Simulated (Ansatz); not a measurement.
Consider CdTe in the zinc blende structure (space group F-43m, No. 216).

```
CELL_PARAMETERS angstrom
      0.00000     3.30901     3.30901
      3.30901     0.00000     3.30901
      3.30901     3.30901     0.00000
ATOMIC_POSITIONS crystal
  Cd 0.00000 0.00000 0.00000
  Te 0.25000 0.25000 0.25000
```

Computed with PBE in Ansatz (plane waves to 420 eV, PAW, no spin-orbit coupling).

Before the change:

```
Quantity                                  Result
-------------------  ---------------------------
Hole mass            0.054, 0.57, 0.57 mₑ (at Γ)
Band gap                                 0.59 eV
Lattice parameter a                      6.618 Å
```

Modification: cell and atoms relaxed at a pressure of 15 GPa.

**Question.** What happens to the hole mass?

**Answer.** The hole mass (degenerate bands, along [100]) changes from 0.054, 0.57, 0.57 mₑ (at Γ) to 0.094, 0.38, 0.38 mₑ (at Γ).

**Question.** Predict the new band gap.

**Answer.** The band gap goes up by 0.735 eV to 1.32 eV.

**Question.** What happens to the lattice parameter a?

**Answer.** The lattice parameter a drops by 0.510 Å to 6.108 Å.

With Te present, leaving out spin-orbit coupling can change the band edges. Load acts through the strain it causes; cell and atoms are relaxed under it. Masses are band curvatures over ±0.01 Å⁻¹ around the edge. No phonon test of stability was made. Measured, CdTe leaves this structure (for cinnabar) near 3.53 GPa (temperature not stated; as listed in Datta, Sujoy, Jana, Debnarayan, arXiv (2020)), on rising pressure, with hysteresis.

Ansatz is a program for electronic structure.
